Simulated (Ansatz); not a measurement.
```
NaNbSe2
1.0
    3.51619     0.00000     0.00000
   -1.75809     3.04511     0.00000
    0.00000     0.00000    14.90372
Na Nb Se
2 2 4
Direct
  0.00000   0.00000   0.00000
  0.00000   0.00000   0.50000
  0.00000   0.00000   0.25000
  0.00000   0.00000   0.75000
  0.33333   0.66667   0.14037
  0.66667   0.33333   0.85963
  0.66667   0.33333   0.64037
  0.33333   0.66667   0.35963
```

Level of theory: PBEsol, rigid bands (plane waves, PAW, scalar-relativistic; Ansatz, a quantum-chemistry and plane-wave program). How the cell was made: cell and atoms relaxed with PBEsol.

Problem. Predict the electron conductivity mass (n e² τ/σ) at 300 K, by direction if it differs.

Solution. 0.71 (x), 0.71 (y), 0.37 (z) mₑ.

Problem. And the band gap?

Solution. 0.48 eV at this level; semilocal functionals usually fall short of the measured gap.

Rigid bands, one relaxation time for all states, no polarons. Spin-orbit coupling is left out; where it splits the top of the valence band it changes the hole mass and lowers the gap by about a third of the splitting.

Formula and space group known from diffraction (Crystallography Open Database), not checked to be the room-temperature form: NaNbSe2 (P6_3/mmc).
